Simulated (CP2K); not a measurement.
Band structure of K2SnHgSe4 (I-42m, 8 atoms in the cell).

```
CELL_PARAMETERS angstrom
      6.72424     0.00000     0.00000
     -3.05314     5.99114     0.00000
     -1.83555    -2.99557     5.73348
ATOMIC_POSITIONS crystal
  K  0.50000 0.00000 0.50000
  K  0.00000 0.50000 0.50000
  Sn 0.50000 0.50000 0.00000
  Hg 0.00000 0.00000 0.00000
  Se 0.90182 0.55938 0.00000
  Se 0.44062 0.44062 0.34244
  Se 0.55938 0.90182 0.00000
  Se 0.09818 0.09818 0.65756
```

Method of the run: CP2K with PBEsol, GPW, DZVP-MOLOPT-SR-GTH basis, GTH-PBE potentials (GTH_POTENTIALS).

Settings: CUTOFF = 500 Ry; REL_CUTOFF = 50 Ry; SMEAR/METHOD = FERMI_DIRAC; ELECTRONIC_TEMPERATURE = 232.09 K; KPOINTS/SCHEME = MONKHORST-PACK 3 3 3; XC_FUNCTIONAL = PBE:PBESOL; K/BASIS_SET = DZVP-MOLOPT-SR-GTH-q9; K/POTENTIAL = GTH-PBE-q9; Sn/BASIS_SET = DZVP-MOLOPT-SR-GTH-q4; Sn/POTENTIAL = GTH-PBE-q4; Hg/BASIS_SET = DZVP-MOLOPT-SR-GTH-q12; Hg/POTENTIAL = GTH-PBE-q12; Se/BASIS_SET = DZVP-MOLOPT-SR-GTH-q6; Se/POTENTIAL = GTH-PBE-q6.

The starting cell comes from a database of computed structures (which also holds hypothetical and non-ambient phases and stackings), without a prior relaxation at this level. Its lattice was rescaled by a random factor within 2.5 % of one. Spin-orbit coupling is off. Values carry the incompleteness of an atom-centred basis. The potentials were made for another functional than the one used.

### Question
Predict the gap along the standard path and the places of the band edges.

### Answer
The gap along the path is 1.53 eV, from a point between Γ and X to Γ; the smallest direct gap on it is 1.56 eV.

Levels in eV from the top of the valence band on the SCF mesh, bands 26 to 30:
| point | 26 | 27 | 28 | 29 | 30 |
|---|---|---|---|---|---|
| Γ | -0.41 | -0.41 | 0.00 | 0.00 | 1.56 |
| X | -0.88 | -0.76 | -0.29 | -0.06 | 2.39 |
| M | -1.28 | -0.21 | -0.17 | -0.17 | 1.79 |
| Z | -1.20 | -0.21 | -0.13 | -0.13 | 1.92 |
| P | -0.92 | -0.68 | -0.35 | -0.35 | 2.28 |
| N | -0.81 | -0.73 | -0.36 | -0.22 | 2.28 |
| Z1 | -1.20 | -0.21 | -0.13 | -0.13 | 1.92 |

Higher empty bands are left out: an atom-centred basis made for the valence describes them poorly.
